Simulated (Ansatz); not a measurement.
**CdSe: response to strain**

Start from CdSe in the zinc blende structure (space group F-43m, No. 216; a = 6.133 Å). Axes: x, y, z lie along the cube axes.

Strains are applied to the cell and any free atomic positions relax; under biaxial strain the out-of-plane vector relaxes too.

Method: plane-wave PAW DFT at the r2SCAN level (Ansatz, an electronic-structure program, 500 eV), no SOC.

Notes on the quantities. in-plane stress: mean in-plane stress (compression positive); energy relative to the base: free energy F.

```tsv
change	in-plane stress	volume per atom	energy relative to the base
base	–	28.84 Å³	0 meV/atom
biaxial strain +0.50 %, plane normal [001], relaxed out of plane	-0.2 GPa	28.92 Å³	+0.2 meV/atom
biaxial strain +1.00 %, plane normal [001], relaxed out of plane	-0.4 GPa	28.99 Å³	+0.7 meV/atom
biaxial strain +1.50 %, plane normal [001], relaxed out of plane	-0.6 GPa	29.05 Å³	+1.6 meV/atom
biaxial strain +2.00 %, plane normal [001], relaxed out of plane	-0.8 GPa	29.11 Å³	+2.9 meV/atom
biaxial strain +2.50 %, plane normal [001], relaxed out of plane	-1.0 GPa	29.17 Å³	+4.4 meV/atom
biaxial strain +3.00 %, plane normal [001], relaxed out of plane	-1.1 GPa	29.21 Å³	+6.3 meV/atom
```

Whether these cells are dynamically stable was not tested.
